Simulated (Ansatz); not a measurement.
# A computed series for SnSe2: point defects

Start from a 9-atom supercell of SnSe2 in the CdI2 type structure (space group P-3m1, No. 164; a = 3.840 Å, c = 6.004 Å; layered, stacked along the Cartesian z axis) at its relaxed geometry.

One neutral defect a cell, atoms relaxed at fixed cell.

Level of theory: PBE-D3(BJ), PAW, 420 eV (Ansatz, an electronic-structure program; no spin-orbit coupling), earlier PAW set.

| change | pressure | largest displacement of a host atom from its site in the perfect cell |
|---|---|---|
| perfect supercell | 0.0 GPa | – |
| Cd on a Sn site, symmetric start | -1.4 GPa | 0.05 Å |
| Se on a Sn site (antisite), symmetric start | -1.4 GPa | 0.05 Å |
| Os on a Sn site | -1.3 GPa | 0.23 Å |
| H interstitial (started 2.63 Å from the nearest host atom), symmetric start | -0.7 GPa | 0.09 Å |
| Sn on a Se site (antisite) | 1.4 GPa | 0.20 Å |

Other magnetic orders, which the real material may have, were not ruled out. The cell is small, so the values are those of an ordered compound at a high defect concentration; dilute-limit values will differ. A case with no gap was solved on a k-mesh chosen for an insulator, which is coarse for it. Defects with a symmetric start kept the site's symmetry and may sit on a saddle; the others started slightly shaken. Starting moments died away, wholly or in part, for Cd on a Sn site, Se on a Sn site (antisite), Os on a Sn site and H interstitial (started 2.63 Å from the nearest host atom) and more; another magnetic solution may exist. The program warned that a D3 coordination switch lies within reach, so dispersion energies are less smooth here.
